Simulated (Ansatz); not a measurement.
YSiNO₂ (model structure, P4/mmm, No. 123, 5 atoms in the cell), treated with r²SCAN (plane waves, PAW; Ansatz, a program for electronic structure).

Run with plane-wave cutoff 560 eV, 10×10×8 k mesh (along the axes of the cell as run), Fermi–Dirac smearing 0.01 eV, scalar-relativistic PAW data made under PBE.

Cell (relaxed at this level):

```
CELL_PARAMETERS angstrom
      3.57836     0.00000     0.00000
      0.00000     3.57836     0.00000
      0.00000     0.00000     3.69631
ATOMIC_POSITIONS crystal
  Y  0.00000 0.00000 0.99834
  Si 0.50000 0.50000 0.49834
  N  0.50000 0.50000 0.99834
  O  0.50000 0.00000 0.49834
  O  0.00000 0.50000 0.49834
```

Q: Give the computed band gap and bulk modulus B0.

A: 
- band gap = 2.08 eV (on the SCF k mesh)
- bulk modulus B0 = 264 GPa

Note: the bulk modulus is −V dP/dV from two relaxed cells at ±2 % in volume; the relaxation could raise the start's symmetry but not lower it, so the cell can be a saddle point.

Spin–orbit coupling is not included.

The computed numbers hold no vibrational or temperature effects.

A model structure was made by putting elements into a prototype or built by hand; it is no filed structure, need not be a known phase, and can be a saddle point held by its symmetry.
